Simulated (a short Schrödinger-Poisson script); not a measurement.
From a short Schrödinger-Poisson script (our own, NumPy): one-band effective-mass equation with BenDaniel-Duke matching, electrons, heavy and light holes apart, hard walls at the outer ends, one valence edge for both holes (no strain splitting), no charge, excitons, band mixing or non-parabolicity; under a field the levels are quasi-bound states of a box, listed while three quarters of their weight lies within 4 nm of the wells.

Stack: single GaN/Al0.3Ga0.7N quantum well.

From the first side: 12 nm Al0.3Ga0.7N; 3 nm GaN, built-in field 2400 kV/cm; 12 nm Al0.3Ga0.7N.

The device is made up for the run: typed textbook-type constants, with dimensions and the other settings drawn at random. GaN: direct gap (eV) 3.43, conduction-band edge (eV) 0, electron mass (mₑ) 0.2, heavy-hole mass 1.9, light-hole mass 0.33. Al0.3Ga0.7N: direct gap (eV) 4.021, conduction-band edge (eV) 0.414, electron mass (mₑ) 0.236, heavy-hole mass 2.2, light-hole mass 0.4.

The valence-band edge of each layer lies one gap below its conduction-band edge. The electron's potential energy rises along the stack by the applied field and, inside the well alone, by the built-in field (unscreened; none in the barriers). Mesh 0.03 nm at interfaces.

### Question
Give the squared e1-hh1 overlap at zero applied field; the shift of e1-hh1 at 120 kV/cm (meV); the e1-hh1 transition at zero applied field (eV).

### Answer
squared e1-hh1 overlap at zero applied field: 0.02; shift of e1-hh1 at 120 kV/cm (meV): -31.9; e1-hh1 transition at zero applied field (eV): 3.181. Excitons, screening of the built-in field, fields in the barriers and alloy fluctuations are left out, and strain enters only through the typed gaps and offsets, so measured lines lie elsewhere.
